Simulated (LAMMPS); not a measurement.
MD of CdTe (zinc blende) at zero pressure, 216 atoms, as a crystal; each row is its own run.

All values are model results, not measurements: classical MD, pair style bop, file CdZnTe_v2.bop.table, run in LAMMPS.

```csv
T (K),volume (Å³/atom)
200,34.272
300,34.347
610,34.614
810,34.806
1010,34.984
1420,35.358
1620,35.611
```

**Question.** Fit a straight line, y = a + b x, to these rows (x is the first column, y the second) and predict the run at x = 1220.

**Answer.** Least squares gives a = 34.062 and b = 0.0009306. At x = 1220 the fit predicts 35.198 Å³/atom. The run itself gave 35.16 ± 0.03 Å³/atom, so the fit is 0.097 % high.

Caution (rows 610; 810; 1010; 1220; 1420; 1620): a run this short can hold a crystal over, or a liquid under, the potential's own melting point, which these runs don't give.
